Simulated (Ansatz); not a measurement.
A computed series for hypothetical diamond Rh: response to strain

Consider Rh in the diamond structure (space group Fd-3m, No. 227; a hypothetical phase, not in the database extracts checked; relaxed with 0.1 eV smearing).

```
Rh
1.0
    0.00000     2.75828     2.75828
    2.75828     0.00000     2.75828
    2.75828     2.75828     0.00000
Rh
2
Direct
  0.75000   0.75000   0.75000
  0.50000   0.50000   0.50000
```

Cartesian axes are those of the cell as printed.

Strains are applied to the cell and any free atomic positions relax; under biaxial strain the out-of-plane vector relaxes too.

All numbers come from PBE in Ansatz (plane waves to 420 eV, PAW, scalar-relativistic without spin-orbit coupling).

Notes on the quantities. pressure: mean of the normal stresses, compression positive; energy relative to the base: free energy F.

```tsv
case	shortest interatomic distance	pressure	energy relative to the base
base	2.389 Å	0.0 GPa	0 meV/atom
biaxial strain −1.51 %, plane normal [001], relaxed out of plane	2.391 Å	-0.4 GPa	-1.3 meV/atom
biaxial strain −1.27 %, plane normal [001], relaxed out of plane	2.391 Å	-0.3 GPa	-0.9 meV/atom
biaxial strain +4.69 %, plane normal [110], relaxed out of plane	2.392 Å	-0.4 GPa	+8.6 meV/atom
biaxial strain −0.78 %, plane normal [111], relaxed out of plane	2.384 Å	0.1 GPa	+0.2 meV/atom
isotropic strain −1.71 %	2.348 Å	7.5 GPa	+24 meV/atom
uniaxial strain ε_yy = −1.48 %	2.377 Å	2.0 GPa	+1.7 meV/atom
```

A biaxial case was relaxed in a doubled cell and then solved in the primitive one. No phonon test of stability was made. All final runs are without spin polarisation. Under biaxial strain −1.51 %, plane normal [001], relaxed out of plane and biaxial strain −1.27 %, plane normal [001], relaxed out of plane the cell ends below the base's energy or with stress of the wrong sign: the atoms slid into a distortion or the cell is elastically unstable, so the base is not a stable minimum at this level. Rh has a high density of states at the Fermi level and may be magnetic at this level.

Ansatz is a quantum-chemistry and plane-wave program.
